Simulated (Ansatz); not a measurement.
We consider Ga2O3 (model structure, started from the stibnite type, Pnma, No. 62, 20 atoms in the cell), described by r²SCAN in Ansatz (plane waves, PAW).

Numerical settings: plane-wave cutoff 560 eV, 4×12×4 k mesh (along the axes of the cell as run), Fermi–Dirac smearing 0.01 eV, scalar-relativistic PAW data made under PBE.

Cell (relaxed at this level):

Space group Pnma (No. 62); a = 10.833 Å, b = 2.955 Å, c = 7.364 Å, α = β = γ = 90.00°

```json
[
 {"atom": "Ga", "site": "4c", "symmetry": ".m.", "x": "0.4517", "y": "0.2500", "z": "0.3564"},
 {"atom": "Ga", "site": "4c", "symmetry": ".m.", "x": "0.1145", "y": "0.2500", "z": "0.5161"},
 {"atom": "O", "site": "4c", "symmetry": ".m.", "x": "0.3365", "y": "0.2500", "z": "0.1627"},
 {"atom": "O", "site": "4c", "symmetry": ".m.", "x": "0.0516", "y": "0.7500", "z": "0.3558"},
 {"atom": "O", "site": "4c", "symmetry": ".m.", "x": "0.0998", "y": "0.2500", "z": "0.9907"}
]
```

Q: Predict the band gap and smallest direct gap on the k points sampled.

A: 
* **band gap**: 2.22 eV (indirect)
* **smallest direct gap on the k points sampled**: 2.38 eV

Note: the relaxation could raise the start's symmetry but not lower it, so the cell can be a saddle point.

Spin–orbit coupling is not included.

Computed values are for the static lattice.

A model structure was made by putting elements into a prototype or built by hand; it is no filed structure, need not be a known phase, and can be a saddle point held by its symmetry.

Ansatz is an electronic-structure program.
